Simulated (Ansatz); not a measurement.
Convergence study of the k-point mesh for KHgF₃ (Cmm2, 5 atoms in the cell)

```xyz
5
Lattice="3.1924 -3.1985 0.0000 3.1924 3.1985 0.0000 0.0000 0.0000 4.5108" Properties=species:S:1:pos:R:3 pbc="T T T"
K      0.0000     0.0000     2.3054
Hg     3.1924     0.0000     0.0000
F      1.5962     1.5992     0.0000
F      1.5962    -1.5992     0.0000
F      3.1924     0.0000     2.2554
```

Method of the run: LDA (PW92), default PAW files made with PBE (plane waves; Ansatz, a first-principles code).

Base settings: basis.ecutwfc = 420 eV; kpoints.mp_grid.grid = 6 6 6; hamiltonian.xc = lda; hamiltonian.pseudopotentials = {kind: paw} (the program's default PAW files); scf.occupations.method = fixed.

The second cell is the first with its lattice scaled by 0.98.

Only quantities that move along the ladder and can be compared are tabulated.

The count of work is k-points × plane waves × bands × iterations; it is no time. Core times come from one kind of shared machine, to one figure; runs under 30 s give none.

The starting cell comes from a database of computed structures (which also holds hypothetical and non-ambient phases and stackings), without a prior relaxation at this level. Its lattice was rescaled by up to half a per cent. One atom was moved a little off its site on purpose. Spin-orbit coupling is off. In the base run, with a pressure of about -3 GPa the cell is away from its equilibrium volume at this level. Ansatz's pressure includes its estimate of the finite-basis (Pulay) stress.

```tsv
kpoints.mp_grid.grid	free energy less the last step's (meV/atom)	energy of the compressed cell less the first (meV/atom)	pressure (GPa)	largest difference of a force vector from the last step's (eV/Å)	gap on the mesh (eV)	count of work / last	core time / last (rough)
1 1 1	104.28	-51.00	-8.61	0.068	2.321	0.0013	–
2 2 2	-16.57	-11.34	-3.41	0.001	0.301	0.0091	–
3 3 3	0.72	-9.94	-3.20	0.000	0.969	0.012	–
4 4 4	0.06	-10.08	-3.22	0.000	0.292	0.032	–
5 5 5	-0.04	-10.05	-3.23	0.000	0.556	0.041	–
6 6 6	0.01	-10.09	-3.23	0.000	0.292	0.079	–
7 7 7	-0.01	-10.09	-3.23	0.000	0.431	0.097	–
8 8 8	0.00	-10.09	-3.23	0.000	0.292	0.16	–
9 9 9	0.01	-10.10	-3.23	0.000	0.378	0.19	–
10 10 10	-0.01	-10.08	-3.23	0.000	0.292	0.28	0.3
11 11 11	0.00	-10.08	-3.23	0.000	0.350	0.33	0.3
12 12 12	0.00	-10.09	-3.23	0.000	0.292	0.46	0.5
13 13 13	0.00	-10.09	-3.23	0.000	0.334	0.52	0.6
14 14 14	0.00	-10.09	-3.23	0.000	0.292	0.69	0.7
16 16 16	0.00	-10.09	-3.23	0.000	0.292	1.0	1
```

Coarsest kpoints.mp_grid.grid that holds the pressure within 0.5 GPa of the last step, with all finer ones: 2 2 2, at 0.0091 of the last step's count of work; the step before is off by 5.4 GPa.

Coarsest kpoints.mp_grid.grid that holds the energy of the compressed cell less the first within 1 meV/atom of the last step, with all finer ones: 3 3 3, at 0.012 of the last step's count of work; the step before is off by 1.2 meV/atom.

The gap on the mesh jumps up and down from mesh to mesh; it is no smooth measure of convergence.

Keys are those of Ansatz 0.2.
